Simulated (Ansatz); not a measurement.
Consider SrTiO$_{3}$ in the cubic perovskite structure (space group Pm-3m, No. 221; a = 3.907 Å).

Method: Kohn–Sham DFT with the r2SCAN functional, run in Ansatz (a first-principles code) with PAW and 500 eV plane waves, no SOC.

Carriers are added at fixed cell with a uniform background; the Fermi–Dirac width is that of 300 K.

One change was made to it. Results:

```json
[
 {"quantity": "gap between the host's bands", "base": "2.26 eV", "after": "2.40 eV"},
 {"quantity": "Fermi level relative to the doped band's edge (positive inside the band; to 0.05 eV)", "base": "–", "after": "+0.15 eV"},
 {"quantity": "gap character", "base": "indirect, R → Γ", "after": "indirect, R → Γ"}
]
```

Question: Name the change that was made.
(A) electrons 7.0×10^21 cm⁻³
(B) holes 7.0×10^21 cm⁻³
(C) holes 5.0×10^21 cm⁻³
(D) holes 2.0×10^21 cm⁻³

Answer: C, holes 5.0×10^21 cm⁻³. For comparison, the gap between the host's bands in the other runs: holes 7.0×10^21 cm⁻³ gives 2.45 eV; electrons 7.0×10^21 cm⁻³ gives 2.85 eV; holes 2.0×10^21 cm⁻³ gives 2.32 eV.

Charged cell with a jellium background: band edges are those of the host's band count, energies are not comparable with the neutral cell, and many-body gap narrowing is missing. No phonon test of stability was made. All final runs are without spin polarisation. Many cubic perovskites are stable only at high temperature; tilts and polar distortions were not tested.
